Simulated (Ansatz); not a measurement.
Take MoTe2 in the 2H-MoS2 type structure (space group P6_3/mmc, No. 194; a = 3.497 Å, c = 13.696 Å; layered, stacked along the Cartesian z axis) as the base.

Method: DFT with PBE-D3(BJ), PAW potentials and a 420 eV plane-wave cutoff in Ansatz (a quantum-chemistry and plane-wave program), no SOC.

One change was made to it. Results:

The c/a ratio drops by 0.086 (3.917 → 3.831); the lattice parameter a shrinks by 0.178 Å, from 3.497 Å to 3.319 Å; the band gap becomes zero (base: 0.60 eV).

Task: Which of these changes matches the shifts?
A. pressure 4.5 GPa
B. pressure 0.9 GPa
C. pressure −2 GPa
D. pressure 15 GPa

Result: D, pressure 15 GPa. For comparison, the band gap in the other runs: pressure −2 GPa gives 0.80 eV; pressure 0.9 GPa gives 0.52 eV; pressure 4.5 GPa gives 0.23 eV.

A case with no gap was solved on a k-mesh chosen for an insulator, which is coarse for it. With Te present, leaving out spin-orbit coupling can change the band edges. Load acts through the strain it causes; cell and atoms are relaxed under it. Whether these cells are dynamically stable was not tested. Competing high-pressure phases were not computed. All final runs are without spin polarisation. The program warned that a D3 coordination switch lies within reach, so dispersion energies are less smooth here. The zero or small gap of MoTe2 under pressure 15 GPa and MoTe2 under pressure 4.5 GPa can change with the level of theory.
